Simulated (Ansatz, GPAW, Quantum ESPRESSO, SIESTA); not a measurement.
## One structure in several programs: Rb2MnF5 (P1, 8 atoms in the cell)

Self-consistent single point, at a second geometry (atoms moved at random). First geometry:

```
Rb2MnF5
1.0
    5.98546     0.00000     0.00000
    0.00000     5.98546     0.00000
    0.00000     0.00000     4.16372
Rb Mn F
2 1 5
Cartesian
  0.00000   2.99273   2.08186
  2.99273   0.00000   2.08186
  0.00000   0.00000   0.00000
  0.00000   0.00000   2.08186
  4.66555   4.66555   0.00000
  1.31991   1.31991   0.00000
  1.31991   4.66555   0.00000
  4.66555   1.31991   0.00000
```
Moments meant for the start (each program seeds them in its own way; μB, in the order of the atoms Rb Rb Mn F F F F F): 0.0 0.0 4.0 0.0 0.0 0.0 0.0 0.0.

Second geometry:
```
CELL_PARAMETERS angstrom
      5.98546     0.00000     0.00000
      0.00000     5.98546     0.00000
      0.00000     0.00000     4.16372
ATOMIC_POSITIONS crystal
  Rb 0.99704 0.49425 0.48684
  Rb 0.50262 0.99871 0.51127
  Mn 0.99718 0.99135 0.01127
  F  0.00423 0.00330 0.50960
  F  0.79089 0.77864 0.00390
  F  0.20690 0.22324 0.99475
  F  0.22634 0.78672 0.99171
  F  0.77481 0.22380 0.99067
```
Moments meant for the start (each program seeds them in its own way; μB, in the order of the atoms Rb Rb Mn F F F F F): 0.0 0.0 4.0 0.0 0.0 0.0 0.0 0.0.

Shared settings, as Ansatz (a first-principles code) writes them: kpoints.mp_grid.grid = 3 3 4; scf.occupations.method = fermi_dirac; scf.occupations.width = 0.0037 Ry. Potentials and cutoffs stand in the table.

| code | model | ΔF from the first geometry (meV/atom) | pressure (GPa) | largest force (eV/Å) | gap on the mesh (eV) | size of the net moment (μB/atom) | cutoff |
|---|---|---|---|---|---|---|---|
| GPAW | PBEsol, GPAW PAW datasets PBEsol (made by gpaw-setup) | 16.2 | – | 2.234 | 0.300 | 0.50 | 900 eV |
| Quantum ESPRESSO | PBEsol, GBRV 1.5 ultrasoft (PBESOL) pseudopotentials | 14.7 | 0.73 | 2.203 | 0.290 | 0.50 | 50 Ry |
| Ansatz | PBEsol, PAW files made with PBE | 14.5 | 0.49 | 2.186 | – | 0.50 | default |
| SIESTA | GGA PBEsol, numerical atomic orbitals DZP, PseudoDojo PBEsol standard norm-conserving potentials (rewritten from UPF to PSML) | 16.4 | 0.49 | 2.387 | 0.193 | 0.50 | grid 350 Ry |

Size of the force on each atom (eV/Å): Sizes of forces hide their directions.

| code | Rb1 | Rb2 | Mn3 | F4 | F5 | F6 | F7 | F8 |
|---|---|---|---|---|---|---|---|---|
| GPAW | 0.123 | 0.129 | 2.234 | 0.300 | 1.423 | 0.237 | 0.730 | 0.392 |
| Quantum ESPRESSO | 0.123 | 0.127 | 2.203 | 0.315 | 1.213 | 0.288 | 0.517 | 0.516 |
| Ansatz | 0.123 | 0.127 | 2.186 | 0.315 | 1.187 | 0.296 | 0.504 | 0.523 |
| SIESTA | 0.101 | 0.134 | 2.387 | 0.351 | 1.407 | 0.266 | 0.626 | 0.511 |

A dash marks a value that a program does not give, or that is left out as unsure.

No gap is tabulated for Ansatz: it is not read from that output, or partly filled or unconverged empty levels leave it unsure.

Gaps are read on the mesh.

On Ansatz's run: with one magnetic atom in the cell only a parallel order is possible.

The spread over the programs that give each value: ΔF from the first geometry within 1.9 meV/atom; pressure within 0.24 GPa; largest force within 0.201 eV/Å; gap on the mesh within 0.107 eV; size of the net moment within 0.00 μB/atom.

SIESTA uses small atom-centred bases, whose incompleteness enters pressures, forces and empty levels differently from a plane-wave cutoff. Ansatz's pressure is given at a fixed set of plane waves, as the other plane-wave codes print theirs; with its correction for the finite basis it is 0.79 GPa (the shift of 0.30 GPa shows how far the cutoff is from converged). The pressure of GPAW is left out: its cutoff lies under the one at which its stress was checked. In the force vectors, GPAW (by 0.226) and SIESTA (by 0.194) lie more than 0.08 eV/Å from the median of the plane-wave programs.

The shared mesh is coarse (it stands for a supercell whose shortest vector is 17 Å), so the values are not converged in it.

The starting cell comes from a database of computed structures (which also holds hypothetical and non-ambient phases and stackings), without a prior relaxation at this level. For this run, on top of that: atoms moved at random.

Left out of this page: CP2K (unsound by tests on forces, stress, charge or solver warnings).

Keys are those of Ansatz 0.2.
